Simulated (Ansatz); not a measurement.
The reference is BeTe in the zinc blende structure (space group F-43m, No. 216; a = 5.657 Å).

One thing is altered: a negative pressure, −1 GPa.

Levels (all Ansatz, an electronic-structure program, PAW): r2SCAN (500 eV, no SOC); HSE06+SOC (420 eV, spin-orbit coupling included).

The geometry is relaxed with r2SCAN.

| Item | Value |
|---|---|
| r2SCAN lowest conduction level above the VBM at special points | X 2.42 eV; K 3.13 eV; U 3.13 eV; Γ 4.06 eV |
| r2SCAN valence-band top at Γ | 0.00, 0.00, 0.00 eV |

Q: How does going to HSE06+SOC change the lowest conduction level above the VBM at special points and valence-band top at Γ?

A: The lowest conduction level above the VBM at special points becomes X 2.42 eV; K 3.16 eV; U 3.16 eV; Γ 4.14 eV (r2SCAN: X 2.42 eV; K 3.13 eV; U 3.13 eV; Γ 4.06 eV); the valence-band top at Γ (three highest Kramers pairs, from the VBM) becomes 0.00, 0.00, -1.00 eV (r2SCAN: 0.00, 0.00, 0.00 eV). The threefold valence maximum splits by Δso ≈ 1.00 eV.

Single points use the geometry relaxed with r2SCAN. Their cutoffs differ, which shifts pressures a little. The hybrid gap comes from the SCF mesh plus the semilocal run's edge points and a few special points and is an upper bound. The spin-orbit shifts are approximate. Spin-orbit coupling, missing from the scalar runs, can matter with Te. The levels and masses belong to the bands next to the band gap. Load acts through the strain it causes; cell and atoms are relaxed under it. No phonon test of stability was made.
